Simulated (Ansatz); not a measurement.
Start from SiS₂ (space group Ibam, No. 72; a = 5.803 Å, b = 9.892 Å, c = 5.546 Å; made of chains).

Level of theory: r2SCAN in Ansatz (plane waves to 500 eV, PAW, spin-orbit coupling left out).

One change was made to it. Results:

The band gap changes from 3.31 eV to zero; the shortest interatomic distance falls by 0.096 Å to 2.038 Å.

Q: Name the change that was made.
A. pressure 9 GPa
B. pressure 1.8 GPa
C. pressure 30 GPa
D. pressure 18 GPa
E. pressure 60 GPa

A: E, pressure 60 GPa. For comparison, the band gap in the other runs: pressure 9 GPa gives 2.54 eV; pressure 1.8 GPa gives 3.01 eV; pressure 18 GPa gives 2.02 eV; pressure 30 GPa gives 1.26 eV.

The mesh was chosen for an insulator and is coarse for the gapless case. Load acts through the strain it causes; cell and atoms are relaxed under it. No phonon test of stability was made. No other phases were tried under pressure. All final runs are without spin polarisation. No dispersion term is included, though the crystal is made of layers, chains or molecules, so its spacings can come out too wide. A zero or small gap of SiS2 under pressure 60 GPa can be the functional's error rather than a property of the material.

Ansatz is an electronic-structure program.
